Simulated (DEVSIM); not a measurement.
# abrupt Si n-p junction

System: abrupt Si n-p junction, at 300 K.

| layer (left to right) | material | thickness (μm) | Nd (cm⁻³) | Na (cm⁻³) | τn (s) | τp (s) |
|---|---|---|---|---|---|---|
| 1 | Si | 3.90 | 2.6e17 | - | 4e-6 | 4e-6 |
| 2 | Si | 2.70 | - | 2e16 | 4e-6 | 4e-6 |

Left contact: ohmic. Right contact: ohmic. Voltage is applied to the left contact. Recombination: SRH at mid-gap, radiative. Mobility is μmin + (μ − μmin)/(1 + (N/Nref)^α).

Constants are typed, rounded textbook-type inputs, not results; the design itself was drawn at random and stands for no fabricated device. Values at 300 K.

```tsv
parameter	Si
gap (eV)	1.124
affinity (eV)	4.05
permittivity	11.7
Nc (cm⁻³)	2.86e19
Nv (cm⁻³)	3.1e19
μn (cm²/Vs)	1417
μp (cm²/Vs)	470
μn,min	52
μp,min	45
Nref,n	9.7e16
Nref,p	2.2e17
αn	0.68
αp	0.72
B (cm³/s)	4.7e-15
```

Model (solved in DEVSIM): 1D drift-diffusion, Boltzmann statistics, complete ionisation; no tunnelling, impact ionisation, image-force lowering or self-heating.

```json
{
 "potential_step_across_the_device_at_zero_bias": "0.813 V",
 "largest_field_in_the_device_at_zero_bias": "67000 V/cm",
 "Dark forward voltage at 1 A/cm²": "0.595 V",
 "Dark forward voltage at 100 A/cm²": "0.721 V"
}
```

Dark forward current:

(V (V), J (A/cm²)): (-0.05, -1.3e-9); (-0.10, -7.4e-9); (-0.15, -4.2e-8); (-0.20, -2.6e-7); (-0.25, -1.7e-6); (-0.30, -1.1e-5); (-0.35, -7.8e-5); (-0.40, -0.00054); (-0.45, -0.0037); (-0.50, -0.025); (-0.55, -0.17); (-0.60, -1.2); (-0.65, -8.1); (-0.70, -51); (-0.75, -250); (-0.80, -790); (-0.85, -1800); (-0.90, -3300)

Small-signal capacitance in reverse bias (quasi-static):

| V (V) | C (nF/cm²) |
|---|---|
| 0.2 | 40.1 |
| 0.5 | 35.0 |
| 1 | 29.6 |
| 1.5 | 26.1 |
| 2 | 23.6 |
| 3 | 20.2 |
| 4 | 18.0 |
| 5 | 16.4 |
| 6.5 | 14.6 |
| 8 | 13.3 |
| 10 | 12.0 |
